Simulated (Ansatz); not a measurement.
Results of r²SCAN in Ansatz (PAW) for CsGeBr3 (R3m, No. 160; cell taken from a computed entry).

Numerical settings: plane-wave cutoff 560 eV, 6×6×6 k mesh, Fermi–Dirac smearing 0.01 eV, scalar-relativistic PAW data made under PBE.

Cell (relaxed with PBEsol):

```xyz
5
Lattice="3.8836 2.2422 3.2222 -3.8836 2.2422 3.2222 0.0000 -4.4844 3.2222" Properties=species:S:1:pos:R:3 pbc="T T T"
Cs     0.0000     0.0000     0.0303
Ge     0.0000     0.0000     4.6936
Br    -1.8993    -1.0966     3.3160
Br     1.8993    -1.0966     3.3160
Br     0.0000     2.1931     3.3160
```

Problem. Predict the band gap and Γ–Γ gap.

Solution. 
band gap: 0.89 eV
Γ–Γ gap: 6.14 eV

Note: cell and atoms aren't relaxed at this level (largest force component 0.15 eV/Å, pressure 1.0 GPa).

Spin–orbit coupling is not included.

Static lattice: no zero-point or thermal effects.

Ansatz is a program for electronic structure.
